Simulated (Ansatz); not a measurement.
GaAs under load (space group Imm2), r2SCAN with spin-orbit coupling, rigid bands (Ansatz, an electronic-structure program). Condition of this run: uniaxial stress along [110] of -1.2 GPa (compression positive) (the target of the relaxation). Band gap 0.81 eV, N_c = 3.16e17 cm⁻³ and N_v = 5.46e18 cm⁻³ at 300 K, conductivity masses along z (a = (0.02, 2.84, 2.82) Å; b = (2.84, 0.02, 2.82) Å; c = (2.86, 2.86, 0.00) Å) of 0.0557 mₑ (electrons) and 0.348 mₑ (holes). Take k_BT = 0.02585 eV.

**Question.** What thermal injection velocity √(2k_BT/πm) limits a ballistic channel along the direction named?

**Answer.** 2.28e7 cm/s for electrons and 9.12e6 cm/s for holes, a ratio of √(m_h/m_e) = 2.50, for dilute carriers.

**Question.** Find the intrinsic carrier density and the intrinsic Fermi level.

**Answer.** n_i = √(N_c N_v) exp(−E_g/2k_BT) = 1.31e18 × exp(−15.67) = 2.1e11 cm⁻³. The level lies (k_BT/2) ln(N_v/N_c) = 37 meV from mid-gap (positive towards the conduction band). Each 0.1 eV added to the gap lowers n_i by a factor of 6.9.

Rigid bands with the computed gap; masses take one relaxation time for all states. Geometry: cell and atoms relaxed with PBEsol.
